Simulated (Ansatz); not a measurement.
**TiSi2 (Cmcm, No. 63, 6 atoms in the cell; start mp-1077503; a measured phase of this formula has another space group)**

Calculation: LDA in Ansatz (plane waves, PAW).

Settings: plane-wave cutoff 500 eV, 12×12×12 k mesh, Fermi–Dirac smearing 0.05 eV, no spin polarisation, scalar-relativistic PAW data made under PBE.

Cell (relaxed at this level):

```cif
data_Si8Ti4
_chemical_formula_sum 'Ti4 Si8'
_space_group_name_H-M_alt 'Cmcm'
_space_group_IT_number 63
_space_group_name_Hall '-C 2c 2'
_cell_length_a 3.48605
_cell_length_b 13.25826
_cell_length_c 3.53135
_cell_angle_alpha 90.000
_cell_angle_beta 90.000
_cell_angle_gamma 90.000
loop_
_space_group_symop_operation_xyz
  'x, y, z'
  '-x, -y, -z'
  '-x, -y, z+1/2'
  'x, y, -z+1/2'
  'x, -y, -z'
  '-x, y, z'
  '-x, y, -z+1/2'
  'x, -y, z+1/2'
  'x+1/2, y+1/2, z'
  '-x+1/2, -y+1/2, -z'
  '-x+1/2, -y+1/2, z+1/2'
  'x+1/2, y+1/2, -z+1/2'
  'x+1/2, -y+1/2, -z'
  '-x+1/2, y+1/2, z'
  '-x+1/2, y+1/2, -z+1/2'
  'x+1/2, -y+1/2, z+1/2'
loop_
_atom_site_label
_atom_site_type_symbol
_atom_site_symmetry_multiplicity
_atom_site_Wyckoff_symbol
_atom_site_fract_x
_atom_site_fract_y
_atom_site_fract_z
_atom_site_occupancy
Ti1 Ti 4 c 0.00000 0.10249 0.75000 1
Si1 Si 4 c 0.00000 0.55988 0.25000 1
Si2 Si 4 c 0.00000 0.24959 0.25000 1
```
(The calculation used a cell of 6 atoms; values per cell refer to that cell.)

```json
{
 "band_gap": "none"
}
```

Note: the relaxation could not lower the start's symmetry, so the cell can be a saddle point above a distorted one.

Static lattice: no zero-point or thermal effects.

It cost about 2.2 core-minutes (a rough figure) of CPU time.

A start named mp-… is a Materials Project structure, which need not be a measured phase.

Ansatz is a quantum-chemistry and plane-wave program.
